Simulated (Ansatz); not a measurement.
This Ansatz (a program for electronic structure) input is the reference run, CdS in the zinc blende structure (space group F-43m, No. 216), computed with LDA/PAW in Ansatz, scalar-relativistic without spin-orbit coupling:

Ansatz 0.2 input:
```yaml
crystal:
  lattice:
    - [0, 2.8783067364, 2.8783067364]
    - [2.8783067364, 0, 2.8783067364]
    - [2.8783067364, 2.8783067364, 0]
  atoms:
    - { symbol: Cd, position: [0, 0, 0] }
    - { symbol: S, position: [0.25, 0.25, 0.25] }
basis: { ecutwfc: 420, ecutrho_ratio: 4, xc_grid: 2, fft_grid_basis: typed }
kpoints: { mp_grid: { grid: [10, 10, 10] } }
hamiltonian:
  xc: lda
  dispersion: none
  pseudopotentials: { kind: paw }
scf: { occupations: { method: fermi_dirac, width: 0.05 }, convergence: { dr2_threshold: 0.0000000002 } }
output: { forces: true, stress: true }
checkpoint: { write: state.ck, write_every: 1000 }
```

Question: Write the input for this change: the cell is scaled by 1.0200 in all directions; the atoms relax in the strained cell.

Answer: 
Ansatz 0.2 input:
```yaml
crystal:
  lattice:
    - [0, 2.9358728711, 2.9358728711]
    - [2.9358728711, 0, 2.9358728711]
    - [2.9358728711, 2.9358728711, 0]
  atoms:
    - { symbol: Cd, position: [0, 0, 0] }
    - { symbol: S, position: [0.25, 0.25, 0.25] }
basis: { ecutwfc: 420, ecutrho_ratio: 4, xc_grid: 2, fft_grid_basis: typed }
kpoints: { mp_grid: { grid: [10, 10, 10] } }
hamiltonian:
  xc: lda
  dispersion: none
  pseudopotentials: { kind: paw }
scf: { occupations: { method: fermi_dirac, width: 0.05 }, convergence: { dr2_threshold: 0.0000000002 } }
relax: { f_tol: 0.005, max_steps: 50 }
output: { forces: true, stress: true }
checkpoint: { write: state.ck, write_every: 1000 }
```
This is the input that was run.

Whether these cells are dynamically stable was not tested.
